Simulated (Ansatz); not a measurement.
We consider Ru (model structure, started from the simple cubic type, Pm-3m, No. 221, 1 atoms in the cell), described by LDA in Ansatz (PAW).

Numerical settings: plane-wave cutoff 520 eV, 22×22×22 k mesh, Fermi–Dirac smearing 0.05 eV, no spin polarisation, scalar-relativistic PAW data made under PBE.

Cell (relaxed at this level):

```
Ru
1.0
    2.46353     0.00000     0.00000
    0.00000     2.46353     0.00000
    0.00000     0.00000     2.46353
Ru
1
Cartesian
  0.00000   0.00000   0.00000
```

Problem. Give the computed bulk modulus B0.

Solution. 
- bulk modulus B0: 264 GPa

Note: the run has no spin polarisation, so it can have missed a magnetic state; the bulk modulus is −V dP/dV from two relaxed cells at ±2 % in volume; the relaxation could raise the start's symmetry but not lower it, so the cell can be a saddle point.

Static lattice: no zero-point or thermal effects.

A model structure was made by putting elements into a prototype or built by hand; it is no filed structure, need not be a known phase, and can be a saddle point held by its symmetry.

Ansatz is a quantum-chemistry and plane-wave program.
